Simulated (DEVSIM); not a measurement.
## abrupt Si p-n junction

System: abrupt Si p-n junction, at 250 K.

```csv
layer (left to right),material,thickness (μm),Nd (cm⁻³),Na (cm⁻³),τn (s),τp (s)
1,Si,0.560,-,2.8e16,2.2e-5,2.2e-5
2,Si,4.60,4e17,-,2.2e-5,2.2e-5
```

Left contact: ohmic. Right contact: ohmic. Voltage is applied to the left contact. Recombination: SRH at mid-gap, radiative. Mobility is μmin + (μ − μmin)/(1 + (N/Nref)^α).

This is a model device: material constants are rounded textbook-type values typed into the input, and sizes, dopings and lifetimes were drawn at random. Values at 300 K; Nc and Nv go as T^1.5, mobilities as T to minus their exponent, the gap by Varshni's rule with the affinity fixed.

| parameter | Si |
|---|---|
| gap (eV) | 1.124 |
| affinity (eV) | 4.05 |
| permittivity | 11.7 |
| Nc (cm⁻³) | 2.86e19 |
| Nv (cm⁻³) | 3.1e19 |
| μn (cm²/Vs) | 1417 |
| μp (cm²/Vs) | 470 |
| μn,min | 52 |
| μp,min | 45 |
| Nref,n | 9.7e16 |
| Nref,p | 2.2e17 |
| αn | 0.68 |
| αp | 0.72 |
| T exponent of μn | 2.3 |
| T exponent of μp | 2.2 |
| B (cm³/s) | 4.7e-15 |
| Varshni α (eV/K) | 0.000473 |
| Varshni β (K) | 636 |

Model (solved in DEVSIM): 1D drift-diffusion, Boltzmann statistics, complete ionisation; no tunnelling, impact ionisation, image-force lowering or self-heating.

| Item | Value |
|---|---|
| Potential step across the device at zero bias | 0.905 V |
| Largest field in the device at zero bias | 84000 V/cm |
| Dark forward voltage at 1 A/cm² | 0.674 V |
| Dark forward voltage at 100 A/cm² | 0.777 V |

Dark reverse current:

| V (V) | J (A/cm²) |
|---|---|
| -0.20 | -1.1e-12 |
| -0.50 | -2.1e-12 |
| -1.00 | -3.6e-12 |
| -1.50 | -4.8e-12 |
| -2.00 | -5.9e-12 |
| -3.00 | -7.8e-12 |
| -4.00 | -9.4e-12 |
| -5.00 | -1.1e-11 |
| -6.50 | -1.3e-11 |

Dark forward current:

(V (V), J (A/cm²)): (0.05, 1.1e-12); (0.10, 6.7e-12); (0.15, 4.5e-11); (0.20, 3.7e-10); (0.25, 3.5e-9); (0.30, 3.4e-8); (0.35, 3.4e-7); (0.40, 3.3e-6); (0.45, 3.3e-5); (0.50, 0.00033); (0.55, 0.0033); (0.60, 0.033); (0.65, 0.33); (0.70, 3.3); (0.75, 31); (0.80, 260); (0.85, 1300); (0.90, 3400)
